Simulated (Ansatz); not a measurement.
Reference: W (Im-3m), PBEsol, rigid bands (plane waves, PAW, scalar-relativistic; Ansatz, an electronic-structure program); geometry: cell and atoms relaxed with PBEsol.

```cif
data_W2
_chemical_formula_sum 'W2'
_space_group_name_H-M_alt 'Im-3m'
_space_group_IT_number 229
_space_group_name_Hall '-I 4 2 3'
_cell_length_a 3.15448
_cell_length_b 3.15448
_cell_length_c 3.15448
_cell_angle_alpha 90.000
_cell_angle_beta 90.000
_cell_angle_gamma 90.000
loop_
_atom_site_label
_atom_site_type_symbol
_atom_site_symmetry_multiplicity
_atom_site_Wyckoff_symbol
_atom_site_fract_x
_atom_site_fract_y
_atom_site_fract_z
_atom_site_occupancy
W1 W 2 a 0.00000 0.00000 0.00000 1
```
(The calculation used a cell of 1 atom; values per cell refer to that cell.)

The density of states at the Fermi level per atom is 0.44 states/eV and the drude plasma energy is 7.8 eV. The root-mean-square Fermi velocity is 9.1 ×10⁵ m/s.

### Question
Replace W by Mo on the same sites and relax. What happens?

### Answer
Mo (Im-3m): volume per atom 15.7 to 15.3 Å³; density of states at the Fermi level per atom rises (0.44 states/eV to 0.58 states/eV); Drude plasma energy rises (7.8 eV to 8.8 eV); root-mean-square Fermi velocity stays about the same (9.1 ×10⁵ m/s to 8.9 ×10⁵ m/s).

### Question
Replace W by Ta on the same sites and relax. What happens?

### Answer
Ta (Im-3m): volume per atom 15.7 to 17.6 Å³; density of states at the Fermi level per atom rises (0.44 states/eV to 1.26 states/eV); Drude plasma energy rises (7.8 eV to 9.1 eV); root-mean-square Fermi velocity falls (9.1 ×10⁵ m/s to 6.7 ×10⁵ m/s).

### Question
Replace W by Nb on the same sites and relax. What happens?

### Answer
Nb (Im-3m): volume per atom 15.7 to 17.5 Å³; density of states at the Fermi level per atom rises (0.44 states/eV to 1.42 states/eV); Drude plasma energy rises (7.8 eV to 9.4 eV); root-mean-square Fermi velocity falls (9.1 ×10⁵ m/s to 6.5 ×10⁵ m/s).

Moves up to 9 % count as about the same. Metals at this level; values at 300 K, both spins, means over directions. As a rough test of the mesh, the Fermi surface's area from every second k point differs by up to 6 %. Spin-orbit coupling is left out.

The missing spin-orbit coupling matters most for Ta (Im-3m), W (Im-3m).
